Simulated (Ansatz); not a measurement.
End structure of the (111) surface of germanium, B on one of 1 atoms of the third shell, Cl on every dangling bond (bottom of the slab: built like the top, H on every dangling bond, free):

```xyz
10
Lattice="4.0729 0.0000 0.0000 -2.0365 3.5273 0.0000 0.0000 0.0000 31.0000" Properties=species:S:1:pos:R:3 pbc="T T T"
Ge     0.0000     0.0000     9.7958
Ge     0.0000     2.3515    10.5985
Ge     0.0000     2.3515    13.0763
Ge     2.0365     1.1758    13.9279
Ge     2.0365     1.1758    16.4220
B      0.0000     0.0000    16.9101
Ge     0.0000     0.0000    18.9670
Ge     0.0000     2.3515    19.9273
H      0.0000     0.0000     8.2359
Cl     0.0000     2.3515    22.0999
```

Slab: 10 atoms, 14.6 Å thick at the start with caps and adatoms; k 8x8x1, smearing 0.025 eV, dipole-corrected; 2 atoms held, the rest relaxed; symmetry of the start imposed; spin-polarised, no spin-orbit, no U. The slab shows no gap on its mesh. The starting moment vanished. In PBE it is, or lies within 0.01 eV a 1x1 cell of, the lowest of the 2 structures of its composition computed so far; subsurface sites and larger cells were not tried.

What work function of the top face does PBE in Ansatz (a program for electronic structure) give?

6.30 eV
